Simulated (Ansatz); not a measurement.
Several settings converged on AuZn (Pm-3m, 2 atoms in the cell)

```
AuZn
1.0
    3.14055     0.00000     0.00000
    0.00000     3.14055     0.00000
    0.00000     0.00000     3.14055
Zn Au
1 1
Direct
  0.50000   0.50000   0.50000
  0.00000   0.00000   0.00000
```

Base method: PBE, PAW files (plane waves; Ansatz, a program for electronic structure).

Base settings: basis.ecutwfc = 420 eV; kpoints.mp_grid.grid = 11 11 11; hamiltonian.xc = pbe; hamiltonian.pseudopotentials = {kind: paw} (the program's default PAW files); scf.occupations.method = fermi_dirac; scf.occupations.width = 0.1 eV.

Core times come from one kind of shared machine, to one figure; runs under 30 s give none.

**Zone-centre phonons against the cutoff**

In this ladder: phonons.method = dfpt.

The mesh stays at the base's, so the ladder's end is converged at best in this setting alone.

Frequencies are those of the unrelaxed cell, without the LO-TO term of polar crystals.

Only quantities that move along the ladder and can be compared are tabulated.

```csv
basis.ecutwfc,highest zone-centre frequency (cm⁻¹)
210 eV,121.2
250 eV,128.3
295 eV,154.7
355 eV,146.6
420 eV,146.3
505 eV,146.2
630 eV,146.1
```

Coarsest basis.ecutwfc that holds the highest zone-centre frequency within 5 cm⁻¹ of the last step, with all finer ones: 355 eV; the step before is off by 8.6 cm⁻¹.

**The q mesh of the phonons**

In this ladder: kpoints.mp_grid.grid = 12 12 12; phonons.method = dfpt.

Only quantities that move along the ladder and can be compared are tabulated.

Thermal sums run over frequencies interpolated from this q mesh.

```csv
phonons.qmesh,zero-point energy (meV/atom),vibrational free energy at 300 K (meV/atom),core time / last (rough)
1 1 1,18.33,-62.29,–
2 2 2,19.57,-63.99,0.2
3 3 3,19.27,-65.56,0.4
4 4 4,19.47,-65.37,1
```

Coarsest phonons.qmesh that holds the zero-point energy within 1 meV/atom of the last step, with all finer ones: 2 2 2, at about 0.2 of the last step's time; the step before is off by 1.1 meV/atom.

Coarsest phonons.qmesh that holds the vibrational free energy at 300 K within 1 meV/atom of the last step, with all finer ones: 3 3 3, at about 0.4 of the last step's time; the step before is off by 1.4 meV/atom.

On the base run: the starting cell has typed, rounded lattice constants, without a prior relaxation at this level. Its lattice was rescaled by up to half a per cent. In the base run, with a pressure of about 6 GPa the cell is away from its equilibrium volume at this level.

Keys are those of Ansatz 0.2.
